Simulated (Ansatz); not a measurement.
**Short convergence ladders for LiZn₃ (Fm-3m, 4 atoms in the cell)**

```
CELL_PARAMETERS angstrom
      0.00000     3.02014     3.02014
      3.02014     0.00000     3.02014
      3.02014     3.02014     0.00000
ATOMIC_POSITIONS crystal
  Li 0.00000 0.00000 0.00000
  Zn 0.25000 0.25000 0.25000
  Zn 0.75000 0.75000 0.75000
  Zn 0.50000 0.50000 0.50000
```

Base method: LDA (PW92), default PAW files made with PBE (plane waves; Ansatz, a first-principles code).

Base settings: basis.ecutwfc = 30.9 Ry; kpoints.mp_grid.grid = 10 10 10; hamiltonian.xc = lda; hamiltonian.pseudopotentials = {kind: paw} (the program's default PAW files); scf.occupations.method = gaussian; scf.occupations.width = 0.0073 Ry.

Core times come from one kind of shared machine, to one figure; runs under 30 s give none.

**Zone-centre phonons against the cutoff**

In this ladder: phonons.method = dfpt.

The mesh stays at the base's, so the ladder's end is converged at best in this setting alone.

Frequencies are those of the unrelaxed cell, without the LO-TO term of polar crystals.

Only quantities that move along the ladder and can be compared are tabulated.

```csv
basis.ecutwfc,highest zone-centre frequency (cm⁻¹),lowest optical frequency (cm⁻¹),core time / last (rough)
15.4 Ry,323.1,76.9,0.3
18.4 Ry,353.9,94.7,0.3
21.7 Ry,353.0,117.4,0.4
26.1 Ry,350.8,110.8,0.5
30.9 Ry,350.7,111.7,0.6
37.1 Ry,350.7,111.7,0.8
46.3 Ry,350.6,111.6,1
```

Coarsest basis.ecutwfc that holds the highest zone-centre frequency within 5 cm⁻¹ of the last step, with all finer ones: 18.4 Ry, at about 0.3 of the last step's time; the step before is off by 28 cm⁻¹.

Coarsest basis.ecutwfc that holds the lowest optical frequency within 1 cm⁻¹ of the last step, with all finer ones: 26.1 Ry; the step before is off by 5.8 cm⁻¹.

**The force threshold of a relaxation**

On LiZn3 (I4mm, 4 atoms in the cell): one atom moved by 0.15 angstrom.

In this ladder: relax = atoms.

The mesh stays at the base's, so the ladder's end is converged at best in this setting alone.

Only quantities that move along the ladder and can be compared are tabulated.

```tsv
relax.f_tol	free energy less the last step's (meV/atom)	largest force left (eV/Å)	relaxation steps	core time / last (rough)
0.2 eV/Å	0.79	0.1381	2	0.5
0.1 eV/Å	0.00	0.0031	3	0.7
0.05 eV/Å	0.00	0.0031	3	0.7
0.03 eV/Å	0.00	0.0031	4	0.8
0.02 eV/Å	0.00	0.0031	4	0.8
0.01 eV/Å	0.00	0.0031	4	0.8
0.005 eV/Å	0.00	0.0031	4	0.8
0.002 eV/Å	0.00	0.0000	5	1
0.001 eV/Å	0.00	0.0000	5	1
```

Coarsest relax.f_tol that holds the free energy within 0.05 meV/atom of the last step, with all finer ones: 0.1 eV/Å; the step before is off by 0.79 meV/atom.

Coarsest relax.f_tol that holds the largest force left within 0.01 eV/Å of the last step, with all finer ones: 0.1 eV/Å; the step before is off by 0.14 eV/Å.

On the base run: the starting cell comes from a database of computed structures (which also holds hypothetical and non-ambient phases and stackings), without a prior relaxation at this level. Its lattice was rescaled by up to half a per cent. In the base run, with a pressure of about -5 GPa the cell is away from its equilibrium volume at this level.

Keys are those of Ansatz 0.2.
